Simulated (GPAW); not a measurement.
Worked example: self-consistent single point of K (Pm-3n, 8 atoms in the cell) in GPAW

Method of the run: LDA (Perdew-Wang 92), GPAW PAW datasets LDA (gpaw-data 1.0.1) (plane waves; GPAW).

Input as run:

```python
from ase import Atoms
from ase.dft.kpoints import monkhorst_pack
from ase.units import GPa
from gpaw import GPAW, PW

atoms = Atoms(['K', 'K', 'K', 'K', 'K', 'K', 'K', 'K'],
              cell=[[8.364722, 0.000000, 0.000000],
                    [0.000000, 8.364722, 0.000000],
                    [0.000000, 0.000000, 8.364722]],
              positions=[[0.000000, 0.000000, 0.000000],
                         [4.182361, 4.182361, 4.182361],
                         [4.182361, 2.091181, 0.000000],
                         [4.182361, 6.273542, 0.000000],
                         [2.091181, 0.000000, 4.182361],
                         [6.273542, 0.000000, 4.182361],
                         [0.000000, 4.182361, 2.091181],
                         [0.000000, 4.182361, 6.273542]],
              pbc=True)

calc = GPAW(mode=PW(550),
            xc='LDA',
            kpts=monkhorst_pack((3, 3, 3)) + [0.5 / 3, 0.5 / 3, 0.5 / 3],
            occupations={'name': 'marzari-vanderbilt', 'width': 0.2},
            nbands=-14,
            convergence={'forces': 0.001},
            symmetry={'symmorphic': False, 'tolerance': 0.0005},
            maxiter=150,
            txt='-')

atoms.calc = calc

energy = atoms.get_potential_energy()
print('Energy (eV):', round(energy, 6))
forces = atoms.get_forces()
print('Forces (eV/Ang):')
print(forces.round(5))
stress = atoms.get_stress()
print('Stress (GPa, Voigt):', (stress / GPa).round(4))
```

Output (repeated stretches shortened):

```
Input parameters:
  convergence: {forces: 0.001}
  kpts: [[-0.16666667 -0.16666667 -0.16666667],
         [-0.16666667 -0.16666667  0.16666667],
         [-0.16666667 -0.16666667  0.5       ],
         ...,
         [ 0.5         0.5        -0.16666667],
         [ 0.5         0.5         0.16666667],
         [ 0.5         0.5         0.5       ]]
  maxiter: 150
  mode: {ecut: 550.0,
         name: pw}
  nbands: -14
  occupations: {name: marzari-vanderbilt,
                width: 0.2}
  symmetry: {symmorphic: False,
             tolerance: 0.0005}

species:
  K:
    name: Potassium
    Z: 19.0
    valence: 9
    core: 10
    charge: 0.0
    file: K.LDA.gz

    # Using partial waves for K as LCAO basis

Reference energy: -130725.359883  # eV

Spin-paired calculation

Convergence criteria:
 Maximum [total energy] change in last 3 cyles: 0.0005 eV / valence electron
 Maximum integral of absolute [dens]ity change: 0.0001 electrons / valence electron
 Maximum integral of absolute [eigenst]ate change: 4e-08 eV^2 / valence electron
 Maximum change in the atomic [forces] across last 2 cycles: 0.001 eV/Ang OR
Maximum error relative to the maximum force is below inf
 Maximum number of scf [iter]ations: 150

Symmetries present (total): 48
Symmetries with fractional translations: 24
27 k-points: 3 x 3 x 3 Monkhorst-Pack grid + [1/6,1/6,1/6]
4 k-points in the irreducible part of the Brillouin zone
       k-points in crystal coordinates                weights
   0:     0.16666667    0.16666667    0.16666667          8/27
   1:     0.50000000    0.16666667    0.16666667         12/27
   2:     0.50000000    0.50000000    0.16666667          6/27
   3:     0.50000000    0.50000000    0.50000000          1/27

Wave functions: Plane wave expansion
  Cutoff energy: 550.000 eV
  Number of coefficients (min, max): 17124, 17256
  Pulay-stress correction: 0.000000 eV/Ang^3 (de/decut=0.000000)

Occupation numbers: Marzari-Vanderbilt:
  width: 0.2000  # eV

Eigensolver

Densities:
  Coarse grid: 48*48*48 grid
  Fine grid: 96*96*96 grid
  Total Charge: 0.000000

Density mixing:
  Method: separate
  Backend: pulay
  Linear mixing parameter: 0.05
  old densities: 5
  Damping of long wavelength oscillations: 50

Hamiltonian:
  XC and Coulomb potentials evaluated on a 96*96*96 grid
  External potential:
    NoExternalPotential

Number of atoms: 8
Number of atomic orbitals: 40
Number of bands in calculation: 50
Number of valence electrons: 72
Bands to converge: occupied

Density initialized from atomic densities
  40 bands from LCAO basis set
  10 bands from random numbers

Atomic positions and initial magnetic moments

Positions:
   0 K      0.000000    0.000000    0.000000    ( 0.0000,  0.0000,  0.0000)
   1 K      4.182361    4.182361    4.182361    ( 0.0000,  0.0000,  0.0000)
   2 K      4.182361    2.091181    0.000000    ( 0.0000,  0.0000,  0.0000)
   3 K      4.182361    6.273542    0.000000    ( 0.0000,  0.0000,  0.0000)
   4 K      2.091181    0.000000    4.182361    ( 0.0000,  0.0000,  0.0000)
   5 K      6.273542    0.000000    4.182361    ( 0.0000,  0.0000,  0.0000)
   6 K      0.000000    4.182361    2.091181    ( 0.0000,  0.0000,  0.0000)
   7 K      0.000000    4.182361    6.273542    ( 0.0000,  0.0000,  0.0000)

Unit cell:
           periodic     x           y           z      points  spacing
  1. axis:    yes    8.364722    0.000000    0.000000    48     0.1743
  2. axis:    yes    0.000000    8.364722    0.000000    48     0.1743
  3. axis:    yes    0.000000    0.000000    8.364722    48     0.1743

  Lengths:   8.364722   8.364722   8.364722
  Angles:   90.000000  90.000000  90.000000

Effective grid spacing dv^(1/3) = 0.1743

     iter     time        total  log10-change:
                         energy   eigst   dens  force
iter:   1 --:--:--   -12.218718
iter:   2 --:--:--   -12.058644   -1.68  -1.37
iter:   3 --:--:--   -10.710320   -1.25  -1.40
iter:   4 --:--:--   -10.681226   -2.07  -1.69
iter:   5 --:--:--   -11.007826   -1.91  -1.76
iter:   6 --:--:--   -10.686783   -2.00  -1.75
iter:   7 --:--:--   -10.687691   -3.85  -2.97
iter:   8 --:--:--   -10.687259c  -4.62  -2.87
iter:   9 --:--:--   -10.687288c  -5.32  -3.73
iter:  10 --:--:--   -10.687294c  -6.29  -3.82
iter:  11 --:--:--   -10.687266c  -5.76  -3.75
iter:  12 --:--:--   -10.687265c  -7.45c -4.03c
iter:  13 --:--:--   -10.687265c  -7.20  -4.27c
iter:  14 --:--:--   -10.687265c  -8.99c -4.70c -18.80c

Converged after 14 iterations.

Dipole moment: (0.000007, 0.000007, 0.000007) |e|*Ang

Energy contributions relative to reference atoms: (reference = -130725.359883)

Kinetic:        -31.233437
Potential:      +35.082893
External:        +0.000000
XC:              -9.105131
Entropy (-ST):   -0.097304
Local:           -5.334286
SIC:             +0.000000
--------------------------
Free energy:    -10.687265
Extrapolated:   -10.687265

Showing only first 2 kpts
 Kpt  Band  Eigenvalues  Occupancy
  0    34      0.38830    2.03744
  0    35      0.39002    2.03839
  0    36      1.64472    0.00000
  0    37      1.64472    0.00000

  1    34      0.84009    0.87581
  1    35      0.84009    0.87581
  1    36      0.86009    0.73867
  1    37      0.86009    0.73867

Fermi level: 0.85079

No gap
No difference between direct/indirect transitions
Energy (eV): -10.687265

Forces in eV/Ang:
  0 K     0.00000    0.00000    0.00000
  1 K     0.00000    0.00000    0.00000
  2 K     0.00000    0.00000    0.00000
  3 K     0.00000    0.00000    0.00000
  4 K    -0.00000    0.00000    0.00000
  5 K     0.00000    0.00000    0.00000
  6 K     0.00000    0.00000    0.00000
  7 K     0.00000    0.00000    0.00000

Stress tensor:
     0.002695     0.000000     0.000000
     0.000000     0.002695     0.000000
     0.000000     0.000000     0.002695
Stress (GPa, Voigt): [0.4319 0.4319 0.4319 0.     0.     0.    ]
```

The run converged in 14 iterations. GPAW prints stress with tension positive.

The starting cell comes from a database of computed structures (which also holds hypothetical and non-ambient phases and stackings), without a prior relaxation at this level. Its lattice was rescaled by a random factor within 2.5 % of one.

Cost on one core of a shared machine: roughly 70 s.
